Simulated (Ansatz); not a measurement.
composition GaSi15, cell Ga4Si60, first heated far above this temperature, then brought to it [in the run: it was liquid; mean temperature 2072 K (target 2090 K); density 2.60 g/cm³; one k-point, which a denser mesh shifts by 0.1 GPa in pressure and 0.10 eV/Å in forces]. The solute's share, one atom in sixteen, is far above doping levels in devices. Bonds are counted up to Ga-Ga 3.46 Å, Ga-Si 3.82 Å, Si-Si 3.34 Å.

Question: What distribution of Si-Si-Si angles does PBE (Ansatz, a program for electronic structure) give?

Answer: mean 98°, standard deviation 33°.
(angle (°), p (1/°)): (1.5, 0.0000); (4.5, 0.0000); (7.5, 0.0000); (10.5, 0.0000); (13.5, 0.0000); (16.5, 0.0000); (19.5, 0.0000); (22.5, 0.0000); (25.5, 0.0000); (28.5, 0.0000); (31.5, 0.0000); (34.5, 0.0000); (37.5, 0.0001); (40.5, 0.0011); (43.5, 0.0038); (46.5, 0.0073); (49.5, 0.0099); (52.5, 0.0109); (55.5, 0.0110); (58.5, 0.0103); (61.5, 0.0095); (64.5, 0.0093); (67.5, 0.0089); (70.5, 0.0087); (73.5, 0.0091); (76.5, 0.0093); (79.5, 0.0094); (82.5, 0.0095); (85.5, 0.0095); (88.5, 0.0099); (91.5, 0.0100); (94.5, 0.0102); (97.5, 0.0100); (100.5, 0.0099); (103.5, 0.0096); (106.5, 0.0098); (109.5, 0.0095); (112.5, 0.0090); (115.5, 0.0088); (118.5, 0.0084); (121.5, 0.0080); (124.5, 0.0077); (127.5, 0.0075); (130.5, 0.0072); (133.5, 0.0068); (136.5, 0.0065); (139.5, 0.0062); (142.5, 0.0057); (145.5, 0.0055); (148.5, 0.0050); (151.5, 0.0045); (154.5, 0.0042); (157.5, 0.0037); (160.5, 0.0032); (163.5, 0.0028); (166.5, 0.0022); (169.5, 0.0018); (172.5, 0.0013); (175.5, 0.0008); (178.5, 0.0003)
